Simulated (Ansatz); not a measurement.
## Response to strain and stress in hypothetical P4_2/mnm BAs

Start from BAs (space group P4_2/mnm, No. 136; a = 5.837 Å, c = 3.362 Å; a hypothetical phase, not in the database extracts checked). Axes: x, y, z lie along a, b, c of the conventional cell.

Strains are applied to the cell and any free atomic positions relax; under biaxial strain the out-of-plane vector relaxes too; under stress the whole cell relaxes.

All numbers come from Kohn–Sham DFT with the PBEsol functional, run in Ansatz (a quantum-chemistry and plane-wave program) with PAW and 420 eV plane waves, scalar-relativistic without spin-orbit coupling.

Only one of these has a direct gap. Which?
(A) uniaxial stress, 3 GPa compression along z
(B) tensor shear ε_xz = +0.15 %
(C) tensor shear ε_xz = +3.57 %
(D) biaxial strain −2.39 %, plane normal [001], relaxed out of plane

D, biaxial strain −2.39 %, plane normal [001], relaxed out of plane. Computed: uniaxial stress, 3 GPa compression along z: indirect, Γ → k = (0, 0, 0.300) in the run's primitive reciprocal basis; tensor shear ε_xz = +0.15 %: indirect, Γ → k = (0, 0, 0.300) in the run's primitive reciprocal basis; tensor shear ε_xz = +3.57 %: indirect, Γ → k = (0, 0, 0.300) in the run's primitive reciprocal basis; biaxial strain −2.39 %, plane normal [001], relaxed out of plane: direct at Γ

Stability under load was not tested beyond the relaxation. Labels are those of the standard path for the cell's own space group.
